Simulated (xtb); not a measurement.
xtb 6.7.1, GFN1-xTB: CC1(C)c2cc(F)sc2-c2sc(-c3ccc4cc(-c5ccccc5)ccc4c3)cc21, 49 atoms. The geometry is a generated start, not checked to be a minimum at this level.

```json
{
 "run_flags": "--grad",
 "method": "GFN1-xTB",
 "--acc": "1 (default)",
 "--etemp (K)": "300 (default)",
 "basis_functions": "170",
 "valence_electrons": "146"
}
```

One run each on 1 thread. Values of broydamp tried: 0.02, 0.05, 0.1, 0.2, 0.4 (default), 0.6, 0.8, 1.

**Question.** Predict the course of the SCC iterations along this series.

**Answer.** Fewest SCC iterations, within one of each other: 0.2 with 12, 0.4 (default) with 11, 0.6 with 12. The count rises to 18 at 0.02. All converge to one solution.

```tsv
broydamp	SCC iterations	end
0.02	18	same solution
0.05	17	same solution
0.1	15	same solution
0.2	12	same solution
0.4 (default)	11	same solution
0.6	12	same solution
0.8	13	same solution
1	15	same solution
```
